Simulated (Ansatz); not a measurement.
The reference is SiC in the zinc blende structure (space group F-43m, No. 216; a = 4.356 Å). Axes: x, y, z lie along the cube axes.

Method: Kohn–Sham DFT with the r2SCAN functional, run in Ansatz (an electronic-structure program) with PAW and 500 eV plane waves, no SOC.

Now apply this change: the cell is stretched by 0.97 % along z with no lateral relaxation; the atoms relax in the strained cell.

Task: Predict the stress tensor and what it implies for the stiffness.

Result: Stress of the strained cell less that of the base (GPa, compression positive):
```
  -1.24    0.00    0.00
   0.00   -1.24    0.00
   0.00    0.00   -3.99
```

Then −Δσ_ii/ε with ε = 0.0097 gives relaxed-ion elastic constants: C33 ≈ 411 GPa, C13 ≈ 128 GPa and C23 ≈ 128 GPa.

Whether these cells are dynamically stable was not tested.
